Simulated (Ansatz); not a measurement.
The starting structures come from a database of crystals and need not be the phases stable at ambient conditions.

 Where the default PAW files enter, the runs use the earlier of Ansatz's two default sets.

The decay constant κ of evanescent states in the gap governs leakage through a thin film.

Given:

```
GaN
1.0
    3.18693     0.00000     0.00000
    0.00000     3.18693     0.00000
    1.59347     1.59347     2.32111
Ga N
1 1
Cartesian
  0.00000   0.00000   0.00000
  1.59347   3.18693   1.16055
```

Space group of this cell: I-4m2. The cell is strained (lengths along the current scaled by 1.03, ions clamped); by r2SCAN its mean pressure is -6.5 GPa.

Transport runs along the normal of the first two printed cell vectors, the (001) (indices of the unstrained crystal) plane of the conventional cell.

No gap correction and no spin-orbit coupling; mid-gap values are interpolated between computed energies.

Problem. Give the band gap and the smallest decay constant κ at mid-gap that r2SCAN (Ansatz, a quantum-chemistry and plane-wave program) yields.

Solution. Gap 1.88 eV on a 14×14×14 mesh; κ = 0.145 1/Å, at the zone centre.
